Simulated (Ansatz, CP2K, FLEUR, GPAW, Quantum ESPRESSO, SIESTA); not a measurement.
# Code comparison for La2O3 (P-3m1, 5 atoms in the cell)

Self-consistent single point.

```
La2O3
1.0
    3.95908     0.00000     0.00000
   -1.97954     3.42867     0.00000
    0.00000     0.00000     6.15596
La O
2 3
Cartesian
  1.97954   1.14289   4.64011
  0.00000   2.28578   1.51584
  1.97954   1.14289   2.17989
  0.00000   2.28578   3.97607
  0.00000   0.00000   0.00000
```

All programs got the same cell, k-point mesh and kind of occupations (some realise fixed ones as a very narrow smearing) (in Ansatz's words: kpoints.mp_grid.grid = 7 7 4; scf.occupations.method = fixed); potentials, basis and cutoffs are each program's usual ones.

| code | model | pressure (GPa) | largest force (eV/Å) | gap on the mesh (eV) | k-points | cutoff |
|---|---|---|---|---|---|---|
| FLEUR | PBE, all-electron FLAPW (FLEUR), scalar-relativistic valence | – | 0.111 | 3.896 | 28 | Kmax 4 1/bohr |
| Quantum ESPRESSO | PBE, GBRV 1.5 ultrasoft (PBE) pseudopotentials | -0.61 | 0.126 | 3.910 | 28 | 40 Ry |
| CP2K | PBE, GPW, DZVP-MOLOPT-SR-GTH basis, GTH-PBE potentials (GTH_POTENTIALS) | 0.59 | 0.113 | 3.928 | 99 | grid 500 Ry |
| GPAW | PBE, GPAW PAW datasets PBE (gpaw-data 1.0.1) | – | 0.117 | 3.879 | 28 | 900 eV |
| SIESTA | GGA PBE, numerical atomic orbitals DZP, PseudoDojo PBE standard norm-conserving potentials (rewritten from UPF to PSML) | 1.00 | 0.141 | 3.753 | 102 | grid 300 Ry |
| Ansatz | PBE, default PAW files | -1.35 | 0.141 | 3.859 | 28 | default |

Size of the force on each atom (eV/Å): Sizes of forces hide their directions.

```
code                La1    La2     O3     O4     O5
----------------  -----  -----  -----  -----  -----
FLEUR             0.111  0.111  0.042  0.042  0.000
Quantum ESPRESSO  0.126  0.126  0.028  0.028  0.000
CP2K              0.113  0.113  0.033  0.033  0.000
GPAW              0.117  0.117  0.028  0.028  0.000
SIESTA            0.039  0.039  0.141  0.141  0.000
Ansatz            0.141  0.141  0.031  0.031  0.000
```

A dash marks a value that a program does not give, or that is left out as unsure.

Gaps are read on the mesh. Another mesh or the band path gives a smaller gap, so these values are not converged in the mesh.

The spread over the programs that give each value: pressure within 2.35 GPa; largest force within 0.030 eV/Å; gap on the mesh within 0.175 eV.

The starting cell comes from a database of computed structures (which also holds hypothetical and non-ambient phases and stackings), without a prior relaxation at this level. Its lattice was rescaled by a random factor within 2.5 % of one.

Why do the programs differ, and what cannot be compared?

Differences of this kind can come from the potentials, where these differ, and from what each basis and cutoff leave unconverged. The zero of total energies and Fermi levels follows the potentials and each program's conventions, so they are not compared here. CP2K and SIESTA use small atom-centred bases, whose incompleteness enters pressures, forces and empty levels differently from a plane-wave cutoff. FLEUR treats all electrons, but the usual bases taken here (sphere radii, linearisation, local orbitals, empty states) were not tested for convergence, so the values are no reference for the others. Ansatz's pressure is given at a fixed set of plane waves, as the other plane-wave codes print theirs; with its correction for the finite basis it is -0.93 GPa (the shift of 0.43 GPa shows how far the cutoff is from converged). The pressure of GPAW is left out: its cutoff lies under the one at which its stress was checked. The programs reduce the same mesh by symmetry to different extents, which changes the work and not the result. In the pressure, CP2K (by 1.58) and SIESTA (by 1.99) lie more than 1 GPa from the median of the plane-wave programs. In the gap, SIESTA (by 0.126) lies more than 0.12 eV from the median of the plane-wave programs. In the force vectors, SIESTA (by 0.169) lies more than 0.08 eV/Å from the median of the plane-wave programs.

Left out of this page: ABINIT (with a known weakness of the program).

Ansatz is an electronic-structure program.

Keys are those of Ansatz 0.2.
